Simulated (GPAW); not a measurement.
Checking a run of GPAW on Cr (Im-3m, 2 atoms in the cell). The aim is a self-consistent single point with DFT revPBE, plane waves, GPAW PAW datasets revPBE (gpaw-data 1.0.1).

This input was run:

```python
from ase import Atoms
from ase.units import GPa
from gpaw import GPAW

atoms = Atoms(['Cr', 'Cr'],
              cell=[[2.947524, 0.000000, 0.000000],
                    [0.000000, 2.947524, 0.000000],
                    [0.000000, 0.000000, 2.947524]],
              scaled_positions=[[0.000000, 0.000000, 0.000000],
                                [0.500000, 0.500000, 0.500000]],
              pbc=True)

atoms.set_initial_magnetic_moments([3.0, 3.0])

calc = GPAW(spinpol=True,
            mode={'name': 'pw', 'ecut': 850},
            xc='revPBE',
            occupations={'name': 'methfessel-paxton', 'width': 0.1, 'order': 1},
            nbands=-8,
            convergence={'density': 1e-05, 'energy': 1e-05},
            symmetry={'symmorphic': False, 'tolerance': 0.0005},
            maxiter=150,
            txt='-')

atoms.calc = calc

energy = atoms.get_potential_energy()
print('Energy (eV):', round(energy, 6))
forces = atoms.get_forces()
print('Forces (eV/Ang):')
print(forces.round(5))
stress = atoms.get_stress()
print('Stress (GPa, Voigt):', (stress / GPa).round(4))
```

Log, with long lists cut:

```
Input parameters:
  convergence: {density: 1e-05,
                energy: 1e-05}
  maxiter: 150
  mode: {ecut: 850,
         name: pw}
  nbands: -8
  occupations: {name: methfessel-paxton,
                order: 1,
                width: 0.1}
  spinpol: True
  symmetry: {symmorphic: False,
   [... lines left out ...]

Density mixing:
  Method: difference
  Backend: pulay
  Linear mixing parameter: 0.05
  old densities: 5
  Damping of long wavelength oscillations: 50

Hamiltonian:
  XC and Coulomb potentials evaluated on a 40*40*40 grid
  External potential:
    NoExternalPotential

XC parameters: revPBE with 2 nearest neighbor stencil

Number of atoms: 2
Number of atomic orbitals: 18
Number of bands in calculation: 17
Number of valence electrons: 12
Bands to converge: occupied

Density initialized from atomic densities
  17 bands from LCAO basis set

Atomic positions and initial magnetic moments

Positions:
   0 Cr     0.000000    0.000000    0.000000    ( 0.0000,  0.0000,  3.0000)
   1 Cr     1.473762    1.473762    1.473762    ( 0.0000,  0.0000,  3.0000)

Unit cell:
           periodic     x           y           z      points  spacing
  1. axis:    yes    2.947524    0.000000    0.000000    20     0.1474
  2. axis:    yes    0.000000    2.947524    0.000000    20     0.1474
  3. axis:    yes    0.000000    0.000000    2.947524    20     0.1474

  Lengths:   2.947524   2.947524   2.947524
  Angles:   90.000000  90.000000  90.000000

Effective grid spacing dv^(1/3) = 0.1474
     iter     time        total  log10-change:  magmom
                         energy   eigst   dens
iter:   1 --:--:--   -22.993906                   +5.9953
iter:   2 --:--:--   -23.599937   -1.36  -1.11    +4.5986
iter:   3 --:--:--   -23.702757   -2.07  -1.11    +4.1310
iter:   4 --:--:--   -23.752440   -1.33  -1.03    +4.1199
iter:   5 --:--:--   -23.713105   -2.40  -1.86    +4.1189
   [... 28 lines left out ...]
iter:  34 --:--:--   -25.491490   -2.30  -1.17    +0.0698
iter:  35 --:--:--   -25.484682   -2.28  -1.17    -0.0037
iter:  36 --:--:--   -25.485065   -2.91  -1.69    -0.0090
   [... lines left out ...]
iter:  45 --:--:--   -25.485065c  -6.22  -3.89    +0.0000
iter:  46 --:--:--   -25.485065c  -7.67c -4.06    +0.0000
iter:  47 --:--:--   -25.485065c  -6.79  -4.13    +0.0000
iter:  48 --:--:--   -25.485064c  -7.27  -4.13    -0.0000
iter:  49 --:--:--   -25.485064c  -7.52c -4.26    +0.0000
iter:  50 --:--:--   -25.485064c  -8.38c -4.44    +0.0000
iter:  51 --:--:--   -25.485064c  -8.69c -4.49    -0.0000
iter:  52 --:--:--   -25.485064c  -8.86c -4.54    -0.0000
iter:  53 --:--:--   -25.485064c  -8.88c -4.93    -0.0000
iter:  54 --:--:--   -25.485064c  -9.50c -5.13c   -0.0000
Converged after 54 iterations.

Dipole moment: (-0.000000, 0.000000, -0.000000) |e|*Ang

Total magnetic moment: (0.000000, 0.000000, -0.000000)
Local magnetic moments:
   0 Cr ( 0.000000,  0.000000,  0.000000)
   1 Cr ( 0.000000,  0.000000,  0.000000)

Energy contributions relative to reference atoms: (reference = -57171.998407)

Kinetic:        -51.460563
Potential:      +31.967314
External:        +0.000000
XC:              -6.362665
Entropy (-ST):   +0.000000
Local:           +0.370849
SIC:             +0.000000
--------------------------
Free energy:    -25.485064
Extrapolated:   -25.485064

Spin contamination: 0.000000 electrons
                   Up                     Down
 Band  Eigenvalues  Occupancy  Eigenvalues  Occupancy
   [... 14 lines left out ...]

   [... lines left out ...]
Fermi level: 11.05646
Gap: 1.823 eV
   [... lines left out ...]
No difference between direct/indirect transitions
Energy (eV): -25.485064

Forces in eV/Ang:
  0 Cr    0.00000    0.00000    0.00000
  1 Cr   -0.00000   -0.00000    0.00000

Stress tensor:
     0.421631     0.000000     0.000000
     0.000000     0.421631     0.000000
     0.000000     0.000000     0.421631
Stress (GPa, Voigt): [67.5527 67.5527 67.5527  0.      0.      0.    ]
```

Task: Can these results be used? Check the input.

Result: The run is not sound. The fault is a single k-point for a small metallic cell. One k-point cannot sample the Fermi surface of a small cell. To fix it, use a converged k-point mesh. The run converged in 54 iterations without an error; against the sound input the free energy falls by 3.84 eV/atom and the pressure goes from -18.21 to -67.55 GPa.

The sound input it was made from differs as follows (other fixes are possible):
```diff
+            kpts=(13, 13, 13),
```

With that input, the run converged in 21 iterations: free energy E − TS (from the program's reference atoms) -17.8046 eV; Fermi level (on the code's own zero) 9.87 eV; pressure -18.21 GPa; size of the cell's spin moment 0.00 μB (DFT revPBE, plane waves, GPAW PAW datasets revPBE (gpaw-data 1.0.1)).

On the sound input: the starting cell comes from a database of computed structures (which also holds hypothetical and non-ambient phases and stackings), without a prior relaxation at this level. Its lattice was rescaled by a random factor within 2.5 % of one. The starting moments vanished: the run ended non-magnetic, which need not be the lowest state. With a pressure of about -18 GPa the cell is away from its equilibrium volume at this level. The log's line on a gap gives a spacing of levels on this mesh, which the program prints for metals too.
